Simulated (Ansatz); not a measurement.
# Effect of tensor shear ε_xz = +1.43 % on Hf

The parent structure is Hf in the hcp (Mg type) structure (space group P6_3/mmc, No. 194; a = 3.198 Å, c = 5.049 Å; relaxed with 0.1 eV smearing). Axes: x lies along a and z along c of the hexagonal cell.

Now apply this change: tensor shear ε_xz = +1.43 % (engineering shear γ = 0.0286), atoms relaxed at fixed cell.

Level of theory: Kohn–Sham DFT with the r2SCAN functional, run in Ansatz (a program for electronic structure) with PAW and 500 eV plane waves, without spin-orbit coupling. Settings: 21×21×12 k-points, 0.1 eV Fermi–Dirac smearing.

- Space group: C2/c (No. 15) (base P6_3/mmc (No. 194))
- Energy relative to the base (free energy F): +3.3 meV/atom
- Pressure (mean of the normal stresses, compression positive): 0.0 GPa (base 0.0 GPa)
- Band gap: zero (base zero)
- Stress (xx, yy, zz, yz, xz, xy; compression positive): (0.0, 0.0, 0.1, 0.0, -1.7, 0.0) GPa

Final structure:

```
CELL_PARAMETERS angstrom
      3.19829     0.00000     0.04574
     -1.59915     2.76980    -0.02287
      0.07220     0.00000     5.04882
ATOMIC_POSITIONS crystal
  Hf 0.66667 0.33333 0.75000
  Hf 0.33333 0.66667 0.25000
```

The cells carry an imposed strain or load. Whether these cells are dynamically stable was not tested. The final runs are not spin-polarised.
